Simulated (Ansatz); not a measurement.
# Hypothetical rock salt BN: response to strain

The reference is BN in the rock salt structure (space group Fm-3m, No. 225; a = 3.483 Å; a hypothetical phase, not in the database extracts checked). Axes: x, y, z lie along the cube axes.

Strains are applied to the cell and any free atomic positions relax; under biaxial strain the out-of-plane vector relaxes too.

Calculations: plane-wave PAW DFT at the PBEsol level (Ansatz, a quantum-chemistry and plane-wave program, 420 eV), scalar-relativistic without spin-orbit coupling.

Notes on the quantities. energy relative to the base: free energy F; band gap: an upper bound: an edge found on the path is not a true extremum; the base alone; pressure: mean of the normal stresses, compression positive.

| variant | shortest interatomic distance | energy relative to the base | space group | band gap | pressure |
|---|---|---|---|---|---|
| base | 1.741 Å | 0 meV/atom | Fm-3m (No. 225) | 1.29 eV | 0.00 GPa |
| biaxial strain +1.49 %, plane normal [111], relaxed out of plane | 1.759 Å | +8.6 meV/atom | R-3m (No. 166) | 0.99 eV | -11.32 GPa |
| isotropic strain −5.11 % | 1.652 Å | +179 meV/atom | Fm-3m (No. 225) | 2.56 eV | 84.65 GPa |
| isotropic strain −3.04 % | 1.688 Å | +60 meV/atom | Fm-3m (No. 225) | 2.04 eV | 44.09 GPa |
| isotropic strain +2.47 % | 1.784 Å | +34 meV/atom | Fm-3m (No. 225) | 0.76 eV | -25.34 GPa |
| isotropic strain +5.74 % | 1.841 Å | +166 meV/atom | Fm-3m (No. 225) | 0.13 eV | -48.13 GPa |

No phonon test of stability was made. A zero or small gap of BN under isotropic strain +5.74 % can be the functional's error rather than a property of the material.
